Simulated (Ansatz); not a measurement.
LaBi (model structure, started from the CsCl type, Pm-3m, No. 221, 2 atoms in the cell) was calculated with PBEsol (Ansatz, an electronic-structure program, plane waves, PAW).

From the output:

```
WARN output.stress: scf.convergence.dr2_threshold = 1e-7 eV (the SCF's general default) is looser than the 2e-10 eV advised for a printed stress (1e-10 eV for …
Relaxation: its limit of steps is 80 (relax.max_steps)
Crystal: 2 atoms, lattice volume = 64.374 Å³
Basis set: ecut = 520 eV, 1743 PW (Γ), exchange–correlation on 60×60×60 points (8 copies of the dense FFT grid, shifted against one another)
Bands: 17, of which v1, the nominal top of the filled ones, is band 13 counted from 1 (12 counted from 0)
Symmetry: 48 space group operations
Space group: Pm-3m (ITA 221), of the structure as read, at distance tolerance 4.0e-5 Å
k-points: 120 of 2744
Functional: x = pbesol(κ = 0.804, μ = 0.12345679012345678), c = pbesol(β = 0.046)
SCF iter   1: F=—  HF=-18405.018009 eV  |F-HF|=—  |Δ(HF+E_count)|=         —  Δρ=7.09e-3  dr2=6.07e-2
SCF iter   2: F=—  HF=-18405.009246 eV  |F-HF|=—  |Δ(HF+E_count)|=   8.76e-3  Δρ=4.12e-3  dr2=1.93e-2
  ...
SCF iter   5: F=—  HF=-18405.005671 eV  |F-HF|=—  |Δ(HF+E_count)|=   7.39e-6  Δρ=3.93e-5  dr2=1.02e-6
SCF iter   6: F=-18405.005671 eV  HF=-18405.005671 eV  |F-HF|=5.09e-9  |Δ(HF+E_count)|=   1.28e-7  Δρ=7.25e-6  dr2=2.56e-8
SCF 1 converged in 6 iterations: F = -18405.005671 eV  dr2 = 2.56e-8
relax step   1: F+E_penalty+E_count = -18405.00567125 eV  Δ(F+E_penalty+E_count) = +0.000e0 eV  max|allowed force component| = 2.740e-29 eV/Å  Δτ_max = 0.0000 Å  (6 SCF iters, accepted)
SCF converged after 6 iterations
Free energy (F): -18405.005671 eV
Internal energy: -18404.989421 eV  (E = F + TS)
E sigma→0 (E₀):  -18404.997546 eV
Fermi energy:    11.913247 eV
--- Forces (eV/Å), atoms counted from 1 ---
  atom   1  La    -0.00000000     0.00000000    -0.00000000
  atom   2  Bi     0.00000000    -0.00000000    -0.00000000
--- Stress (GPa, compression-positive) ---
       -1.054665       0.000000       0.000000
        0.000000      -1.054665       0.000000
        0.000000       0.000000      -1.054665
  P = ⅓ Tr σ = -1.0547 GPa (-10.547 kbar)
```

Task: Write an input file that could have produced this run (the log leaves some choices open).

Result: One answer among several that fit: 
Ansatz 0.2 input:
```yaml
crystal:
  lattice:
    - [4.007782118, 0.0, 0.0]
    - [0.0, 4.007782118, 0.0]
    - [0.0, 0.0, 4.007782118]
  atoms:
    - { symbol: La, position: [0.0, 0.0, 0.0] }
    - { symbol: Bi, position: [0.5, 0.5, 0.5] }
basis:
  ecutwfc: 520
  ecutrho_ratio: 4
  xc_grid: 2
kpoints:
  mp_grid: { grid: [14, 14, 14] }
hamiltonian:
  xc: pbesol
  dispersion: none
  pseudopotentials: { kind: paw }
scf:
  occupations: { method: fermi_dirac, width: 0.05 }
output:
  forces: true
  stress: true
  eigenvalues: true
relax:
  f_tol: 0.004
  escape_saddle: false
  max_steps: 80
```

The cell is one volume of an energy–volume scan, off the minimum.

The PAW data were made under PBE.

Note: the relaxation could raise the start's symmetry but not lower it, so the cell can be a saddle point.

A model structure was made by putting elements into a prototype or built by hand; it is no filed structure, need not be a known phase, and can be a saddle point held by its symmetry.
